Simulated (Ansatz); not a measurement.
Input and output of a relaxation of cell and atoms for V (Im-3m, 1 atom in the cell) (Ansatz, a first-principles code).

Method of the run: PBE (plane waves, PAW; Ansatz).

```yaml
crystal:
  lattice:
    - [-1.52818, 1.52818, 1.52818]
    - [1.52818, -1.52818, 1.52818]
    - [1.52818, 1.52818, -1.52818]
  atoms:
    - { symbol: V, position: [0.00000, 0.00000, 0.00000] }
```

Reference input (self-consistent single point, DFT, PBE, plane waves, default PAW files): basis.ecutwfc = 420 eV; kpoints.mp_grid.grid = 20 20 20; hamiltonian.xc = pbe; hamiltonian.pseudopotentials = {kind: paw} (the program's default PAW files); scf.occupations.method = gaussian; scf.occupations.width = 0.136 eV. This run's input differs from it in these lines:

```diff
@@ -16,2 +16,4 @@
   occupations: { method: gaussian, width: 0.136 }
+relax:
+  cell: {}
 output:
```

Output, abridged:

```
   [... SCF lines of the steps left out ...]
relax step   1: F+E_penalty+E_count = -2912.39407923 eV  Δ(F+E_penalty+E_count) = +0.000e0 eV  max|allowed force component| = 0.000e0 eV/Å  Δτ_max = 0.0000 Å  P = -9.559 GPa  Ω = 14.275 Å³  (6 SCF iters, dr2 threshold 1.00e-7 eV, accepted)
relax step   2: F+E_penalty+E_count = -2912.41840080 eV  Δ(F+E_penalty+E_count) = -2.432e-2 eV  max|allowed force component| = 0.000e0 eV/Å  Δτ_max = 0.0000 Å  P = +2.722 GPa  Ω = 13.268 Å³  energy of the carried Pulay correction = +5.053e-4 eV  (5 [...]
relax step   3: F+E_penalty+E_count = -2912.41990842 eV  Δ(F+E_penalty+E_count) = -1.508e-3 eV  max|allowed force component| = 0.000e0 eV/Å  Δτ_max = 0.0000 Å  P = -0.227 GPa  Ω = 13.479 Å³  energy of the carried Pulay correction = +3.965e-4 eV  (5 [...]
relax step   4: F+E_penalty+E_count = -2912.41992878 eV  Δ(F+E_penalty+E_count) = -2.037e-5 eV  max|allowed force component| = 0.000e0 eV/Å  Δτ_max = 0.0000 Å  P = -0.004 GPa  Ω = 13.462 Å³  energy of the carried Pulay correction = +4.050e-4 eV  (3 [...]
relax step   5: F+E_penalty+E_count = -2912.41949984 eV  Δ(F+E_penalty+E_count) = +4.289e-4 eV  max|allowed force component| = 0.000e0 eV/Å  Δτ_max = 0.0000 Å  P = +0.010 GPa  Ω = 13.462 Å³  stress off target by 9.74e-3 GPa  SCF on the basis [...]
basis re-selected at this cell: Δ(F+E_penalty+E_count) = +4.289e-4 eV, ΔP = +0.013 GPa vs the last step
Stability not checked: this state was not tested for a lower state beside it, because too few of the mixer's solves of this state at the end of the SCF gave a …
Free energy (F): -2912.419500 eV
Internal energy: -2912.403365 eV  (E = F + TS)
E sigma→0 (E₀):  -2912.411432 eV
Entropy (-TS):   -0.016135 eV (-16.135 meV/atom)
Fermi energy:    16.543799 eV
--- Forces (eV/Å), atoms counted from 1 ---
  atom   1  V     -0.00000000     0.00000000     0.00000000
   [... lines left out ...]
to start a new deck from the relaxed geometry:
  cell:  # Å, volume = 13.4623 Å³
    - [-1.4986014708824344, 1.4986014708824344, 1.4986014708824344]
    - [1.4986014708824344, -1.4986014708824344, 1.4986014708824344]
    - [1.4986014708824344, 1.4986014708824344, -1.4986014708824344]
  atoms:
    - { symbol: V, position: [0.0, 0.0, 0.0] }
```

The run converged. 

Summary of the result:
Free energy E − TS (on the zero of these files): -2912.4195 eV
Fermi level (on the code's own zero): 16.54 eV
Pressure: 0.01 GPa
Final cell: a = 2.596 Å, b = 2.596 Å, c = 2.596 Å, α = 109.47°, β = 109.47°, γ = 109.47°
Final volume per atom: 13.46 Å³
Relaxation steps: 5

The starting cell comes from a database of computed structures (which also holds hypothetical and non-ambient phases and stackings), without a prior relaxation at this level. Its lattice was rescaled by a random factor within 2.5 % of one. Spin polarisation is off. The relaxation keeps the symmetry of its start, so its end need not be a minimum. Ansatz's pressure includes its estimate of the finite-basis (Pulay) stress.

Cost on one core of a shared machine: roughly 30 s.

Keys are those of Ansatz 0.2.
